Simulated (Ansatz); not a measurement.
Candidates (primitive cells; geometry: cell and atoms relaxed with PBEsol):
A. AgBr (Fm-3m), a = 4.0122 Å, b = 4.0122 Å, c = 4.0122 Å, α = 60.00°, β = 60.00°, γ = 60.00°
B. NaF (Fm-3m), a = 3.2731 Å, b = 3.2731 Å, c = 3.2731 Å, α = 60.00°, β = 60.00°, γ = 60.00°
C. CaSe (Fm-3m), a = b = c = 4.1496 Å, α = β = γ = 60.00°
D. LiH (Fm-3m), a = 2.814 Å, b = 2.814 Å, c = 2.814 Å, α = 60.00°, β = 60.00°, γ = 60.00°
E. LiF (Fm-3m), a = 2.8339 Å, b = 2.8339 Å, c = 2.8339 Å, α = 60.00°, β = 60.00°, γ = 60.00°

**Question.** Put the candidates in order of electron conductivity mass, lowest first, for PBEsol, rigid bands run with Ansatz (a program for electronic structure).

**Answer.** A (0.188 mₑ), D (0.28 mₑ), C (0.38 mₑ), B (0.57 mₑ), E (0.90 mₑ)

Masses are for dilute carriers at 300 K, harmonic means over directions unless an axis is named. Spin-orbit coupling is left out.

Formula and space group known from diffraction (Crystallography Open Database), not checked to be the room-temperature form: CaSe (Fm-3m).
